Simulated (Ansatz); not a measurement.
The starting structures come from a database of crystals and need not be the phases stable at ambient conditions.

 Where the default PAW files enter, the runs use the earlier of Ansatz's two default sets.

Tunnelling through a barrier is set by its complex band structure: the current falls as exp(−2κd) with the smallest κ.

```
CELL_PARAMETERS angstrom
      4.70568     0.00000     0.00000
      0.00000     6.66653     0.04019
      0.00000    -1.46409     4.12860
ATOMIC_POSITIONS crystal
  In 0.74222 0.23631 0.61816
  In 0.24222 0.76369 0.38184
  Cl 0.74178 0.69573 0.84786
  Cl 0.24178 0.30427 0.15214
```

Space group of this cell: Cmc2_1. The cell was relaxed by PBE-D3(BJ); by r2SCAN its mean pressure is -1.5 GPa.

Transport runs along the normal of the first two printed cell vectors.

The gap is the functional's own. No spin-orbit coupling. Mid-gap values are interpolated on the energy grid.

State the band gap and the smallest decay constant κ at mid-gap according to r2SCAN (Ansatz, a quantum-chemistry and plane-wave program).

Gap 2.02 eV on a 6×8×8 mesh; κ = 0.243 1/Å, at the zone centre.
